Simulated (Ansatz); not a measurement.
Base system: Sc in the hcp (Mg type) structure (space group P6_3/mmc, No. 194; relaxed with 0.1 eV smearing).

```xyz
2
Lattice="3.3179 0.0000 0.0000 -1.6590 2.8734 0.0000 0.0000 0.0000 5.1860" Properties=species:S:1:pos:R:3 pbc="T T T"
Sc     1.6590     0.9578     3.8895
Sc     0.0000     1.9156     1.2965
```

Calculations: Ansatz (a program for electronic structure) PBE, scalar-relativistic without spin-orbit coupling.

Strains are applied to the cell and any free atomic positions relax.

One change was made to it. Results:

The pressure (mean of the normal stresses, compression positive) goes from zero to 4.6 GPa; the energy grows by 25 meV/atom; the band gap is still zero.

Name the change that was made.
A. isotropic strain +2.00 %
B. isotropic strain +1.50 %
C. isotropic strain −2.50 %
D. isotropic strain −3.00 %

C, isotropic strain −2.50 %. For comparison, the energy relative to the base in the other runs: isotropic strain +1.50 % gives +8.1 meV/atom; isotropic strain −3.00 % gives +36 meV/atom; isotropic strain +2.00 % gives +14 meV/atom.

No phonon test of stability was made. All final runs are without spin polarisation.
